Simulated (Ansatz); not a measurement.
Consider Te (space group P3_121, No. 152; a = 4.624 Å, c = 5.904 Å; made of chains). Axes: x lies along a and z along c of the hexagonal cell.

All numbers come from r2SCAN, PAW, 500 eV (Ansatz, a first-principles code; spin-orbit coupling left out), earlier PAW set.

It is then changed as follows: tensor shear ε_xy = +1.16 % (engineering shear γ = 0.0232), atoms relaxed at fixed cell.

**Question.** Predict the new energy relative to the base.

**Answer.** The energy grows by 0.4 meV/atom.

**Question.** Estimate the effect on the largest internal atomic displacement.

**Answer.** The largest internal atomic displacement amounts to 0.014 Å.

**Question.** Estimate the effect on the stress.

**Answer.** The stress (xx, yy, zz, yz, xz, xy; compression positive) amounts to (0.01, 0.01, 0.02, 0.01, -0.19, -0.17) GPa.

The cells carry an imposed strain or load. No phonon test of stability was made. No dispersion term is included, though the crystal is made of layers, chains or molecules, so its spacings can come out too wide.
